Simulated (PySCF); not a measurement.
PySCF 2.14.0, B3LYP/def2-svp, df: Cr(O)(NMe)(Cl)(NH2) (C[N]=[Cr]([NH2])(=[O])[Cl]), 11 atoms. The geometry is a generated start, not checked to be a minimum at this level.

```yaml
task: energy
method: b3lyp
basis: def2-svp
two_electron_scheme: density fitting
mol.max_memory: 3000 MB
mf.max_cycle: 100
mf.init_guess: minao (default)
mf.DIIS: CDIIS (default)
mf.diis_space: 8 (default)
mf.conv_tol: 1e-09 (default)
mf.grids.level: 3 (default)
basis_functions: 130
grid_points: 144832
```

```xyz
11

Cr    -0.2332    -0.2785     1.0635
O      0.8741    -0.3851     2.1512
N      0.2125    -0.3884    -0.5090
C      0.9381    -0.5416    -1.6822
H      0.3977    -0.0990    -2.5260
H      1.9249    -0.0683    -1.5958
H      1.0818    -1.6100    -1.8865
Cl    -1.6302    -1.7848     1.3565
N     -1.0662     1.3397     1.1648
H     -1.3181     1.9789     0.4153
H     -1.1815     1.8371     2.0481
```

Charge 0 and multiplicity 1 are set for this test and not shown to be the ground state.

One run each on 2 threads, 1 BLAS thread. Values of level_shift (Hartree) tried: 0 (default), 0.1, 0.3, 1.

Which value of level_shift (Hartree) needs the fewest Fock builds, and what happens away from it?

Fewest Fock builds: 0.1 with 18. The count rises to 57 at 1. All converge to one solution.

```csv
level_shift (Hartree),Fock builds,end
0 (default),20,same solution
0.1,18,same solution
0.3,23,same solution
1,57,same solution
```
